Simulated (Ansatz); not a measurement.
Input and output of a self-consistent single point for ScAl (P4mm, 2 atoms in the cell) (Ansatz, a quantum-chemistry and plane-wave program).

Level of theory: PBEsol, harder PAW files (source: ansatz) made with PBE (plane waves; Ansatz).

The change in words: lattice scaled by 0.98; basis.ecutwfc: 420 eV → 495 eV; hamiltonian.pseudopotentials: {kind: paw} (the program's default PAW files) → {kind: paw, source: ansatz}. Reference geometry:
```yaml
crystal:
  lattice:
    - [3.38046, 0.00000, 0.00000]
    - [0.00000, 3.38046, 0.00000]
    - [0.00000, 0.00000, 3.38046]
  atoms:
    - { symbol: Sc, position: [0.50000, 0.50000, 0.51479] }
    - { symbol: Al, position: [0.00000, 0.00000, 0.00000] }
```

Reference input (self-consistent single point, DFT, PBEsol, plane waves, default PAW files made with PBE): basis.ecutwfc = 420 eV; kpoints.mp_grid.grid = 10 10 10; hamiltonian.xc = pbesol; hamiltonian.pseudopotentials = {kind: paw} (the program's default PAW files); scf.occupations.method = fermi_dirac; scf.occupations.width = 0.1 eV. This run's input differs from it in these lines:

Ansatz 0.2 input:
```diff
@@ -3,10 +3,10 @@
   lattice:
-    - [3.38046100, 0.00000000, 0.00000000]
-    - [0.00000000, 3.38046100, 0.00000000]
-    - [0.00000000, 0.00000000, 3.38046100]
+    - [3.31285200, 0.00000000, 0.00000000]
+    - [0.00000000, 3.31285200, 0.00000000]
+    - [0.00000000, 0.00000000, 3.31285200]
   atoms:
-    - { symbol: Sc, position_ang: [1.69023050, 1.69023050, 1.74023090] }
+    - { symbol: Sc, position_ang: [1.65642600, 1.65642600, 1.70542639] }
     - { symbol: Al, position_ang: [0.00000000, 0.00000000, 0.00000000] }
 basis:
-  ecutwfc: 420.0 eV
+  ecutwfc: 495.0 eV
 kpoints:
@@ -15,3 +15,3 @@
   xc: pbesol
-  pseudopotentials: { kind: paw }
+  pseudopotentials: { kind: paw, source: ansatz }
 scf:
```

Output (repeated stretches shortened):

```
SCF iter   1: F=—  HF=-4529.956163 eV  |F-HF|=—  |Δ(HF+E_count)|=         —  Δρ=3.07e-2  dr2=2.70e-1  ethr=3.10e-3  ⟨swp⟩=5.8  Hψ=9882  notcnv=0
all-band conjugate gradients solve this SCF's bands
preconditioner: auto → none
SCF iter   2: F=—  HF=-4529.877270 eV  |F-HF|=—  |Δ(HF+E_count)|=   7.89e-2  Δρ=1.65e-2  dr2=1.06e-1  ethr=1.23e-3  ⟨swp⟩=2.3  Hψ=3727  notcnv=0
SCF iter   3: F=—  HF=-4529.833852 eV  |F-HF|=—  |Δ(HF+E_count)|=   4.34e-2  Δρ=1.92e-3  dr2=1.65e-3  ethr=4.84e-4  ⟨swp⟩=2.7  Hψ=3352  notcnv=0
SCF iter   4: F=—  HF=-4529.833743 eV  |F-HF|=—  |Δ(HF+E_count)|=   1.08e-4  Δρ=1.77e-3  dr2=1.67e-3  ethr=7.51e-6  ⟨swp⟩=2.0  Hψ=2830  notcnv=0
SCF iter   5: F=—  HF=-4529.833252 eV  |F-HF|=—  |Δ(HF+E_count)|=   4.91e-4  Δρ=2.33e-4  dr2=2.81e-5  ethr=7.51e-6  ⟨swp⟩=2.0  Hψ=2536  notcnv=0
SCF iter   6: F=—  HF=-4529.833259 eV  |F-HF|=—  |Δ(HF+E_count)|=   6.58e-6  Δρ=4.36e-5  dr2=6.58e-7  ethr=1.28e-7  ⟨swp⟩=2.0  Hψ=2312  notcnv=0
SCF iter   7: F=-4529.833259 eV  HF=-4529.833259 eV  |F-HF|=4.68e-9  |Δ(HF+E_count)|=   2.23e-7  Δρ=1.11e-5  dr2=1.51e-8  ethr=4.55e-10  ⟨swp⟩=6.9  Hψ=9400  notcnv=0
SCF 1 converged in 7 iterations: F = -4529.833259 eV  dr2 = 1.51e-8
Free energy (F): -4529.833259 eV
Internal energy: -4529.806206 eV  (E = F + TS)
E sigma→0 (E₀):  -4529.819732 eV
Entropy (-TS):   -0.027053 eV (-13.526 meV/atom)
Fermi energy:    10.995305 eV
--- Forces (eV/Å), atoms counted from 1 ---
  atom   1  Sc     0.00000000     0.00000000    -0.27849948
  atom   2  Al    -0.00000000     0.00000000     0.27849056
--- Stress (GPa, compression-positive) ---
        2.542051       0.000000      -0.000000
        0.000000       2.542051       0.000000
       -0.000000       0.000000       2.488853
  P = ⅓ Tr σ = 2.5243 GPa (25.243 kbar)
  The stress holds the Pulay correction. Without it, at fixed plane waves, as pw.x and ABINIT print it: P = -16.0224 GPa
```

The run converged in 7 iterations. Against the reference run the pressure goes from -2.30 to 2.52 GPa and the largest force goes from 0.236 to 0.278 eV/Å.

The starting cell comes from a database of computed structures (which also holds hypothetical and non-ambient phases and stackings), without a prior relaxation at this level. Its lattice was rescaled by up to half a per cent. One atom was moved a little off its site on purpose. For this run, on top of that: lattice scaled by 0.98. Ansatz's pressure includes its estimate of the finite-basis (Pulay) stress. Without the estimate this run gives -16.02 GPa. The cutoff lies below the one recommended for these files.
